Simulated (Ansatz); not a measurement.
Base system: Cu3Pt in the Cu3Au type structure (space group Pm-3m, No. 221; a = 3.667 Å; relaxed with 0.1 eV smearing). Axes: x, y, z lie along the cube axes.

All numbers come from Ansatz (a quantum-chemistry and plane-wave program) PBEsol, spin-orbit coupling left out.

A first run, uniaxial strain ε_xx = +1.18 %, gives secant values C11 ≈ 240 GPa and C12 ≈ 170 GPa from its stress. A second run applies uniaxial stress, 3 GPa tension along x.

Problem. What does linear elasticity predict for Young's modulus in the second run, and what does the run give?

Solution. Linear elasticity: (C11 − C12)(C11 + 2 C12)/(C11 + C12) = 99 GPa. The run gives 110 GPa; any difference comes from nonlinear terms at these strains and numerical noise.

Stability under load was not tested beyond the relaxation. The final runs are not spin-polarised.
